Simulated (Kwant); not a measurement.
Model system: six-terminal Hall bar in a Si two-dimensional gas. Effective mass 0.19 mₑ, grid spacing 3.8 nm, hard walls, nominal width 100 nm (27 grid rows, so walls 106.4 nm apart), one parabolic valley, scattering region 260 nm long along x; energies count from the band bottom; Fermi energy 0.00486 eV. Four side probes 50 nm wide, two on each edge; current runs along x; the sign of the Hall resistance is a convention. Perpendicular field swept from 0.66469 to 13.56 T, also in the leads; orbital effect alone.

Constants are typed, rounded textbook-type inputs, not results; the design itself was drawn at random and stands for no fabricated device.

Model: effective-mass tight-binding model on a square grid, one spin, coherent transport at 0 K (Kwant). Resistances are in h/e².

Problem. How many Landau levels lie under the Fermi energy, and what Hall resistance follows, at 4.86 meV and 4.60 T; 4.86 meV and 7.88 T; 4.86 meV and 8.97 T; 4.86 meV and 11.2 T?

Solution. ħωc = ħeB/m = 0.609 meV a tesla; levels lie at (n + ½)ħωc. E/ħωc = 1.73 gives 2 levels and h/(2e²) = 0.500; simulated 0.500. E/ħωc = 1.01 gives 1 level and h/(1e²) = 1.000; simulated 1.000. E/ħωc = 0.89 gives 1 level and h/(1e²) = 1.000; simulated 1.000. E/ħωc = 0.71 gives 1 level and h/(1e²) = 1.000; simulated 1.000.
